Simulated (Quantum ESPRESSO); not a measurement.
A self-consistent single point of HfCd (P4mm, 4 atoms in the cell) with Quantum ESPRESSO.

Method: PBEsol, GBRV 1.5 ultrasoft (PBESOL) pseudopotentials (plane waves; Quantum ESPRESSO 7.5).

```yaml
crystal:
  lattice:
    - [3.03202, 0.00000, 0.00000]
    - [0.00000, 3.03202, 0.00000]
    - [0.00000, 0.00000, 9.11665]
  atoms:
    - { symbol: Hf, position: [0.00000, 0.50000, 0.88712] }
    - { symbol: Hf, position: [0.50000, 0.00000, 0.11836] }
    - { symbol: Cd, position: [0.00000, 0.50000, 0.37747] }
    - { symbol: Cd, position: [0.50000, 0.00000, 0.62253] }
```

Reference input (self-consistent single point, DFT, PBEsol, plane waves, GBRV 1.5 ultrasoft (PBESOL) pseudopotentials): ecutwfc = 40 Ry; ecutrho = 320 Ry; occupations = smearing; smearing = fermi-dirac; degauss = 0.0073499 Ry; potentials = {Hf: hf_pbesol_v1.uspp.F.UPF, Cd: cd_pbesol_v1.uspp.F.UPF}; K_POINTS = automatic 5 5 2 0 0 0; conv_thr = 1e-10 Ry; mixing_beta = 0.4. This run's input differs from it in these lines:

```diff
@@ -19,2 +19,3 @@
  degauss = 0.0073499
+ nbnd = 24
 /
```

The program printed (abridged):

```
     Self-consistent Calculation

     iteration #  1     ecut=    40.00 Ry     beta= 0.40

 %%%%%%%%%%%%%%%%%%%%%%%%%%%%%%%%%%%%%%%%%%%%%%%%%%%%%%%%%%%%%%%%%%%%%%%%%%%%%%
     Error in routine efermig (1):
     internal error, cannot bracket Ef
 %%%%%%%%%%%%%%%%%%%%%%%%%%%%%%%%%%%%%%%%%%%%%%%%%%%%%%%%%%%%%%%%%%%%%%%%%%%%%%

     stopping ...
```

The program stopped with an error at about iteration 1. 

The starting cell comes from a database of computed structures (which also holds hypothetical and non-ambient phases and stackings), without a prior relaxation at this level. Its lattice was rescaled by up to half a per cent. One atom was moved a little off its site on purpose.
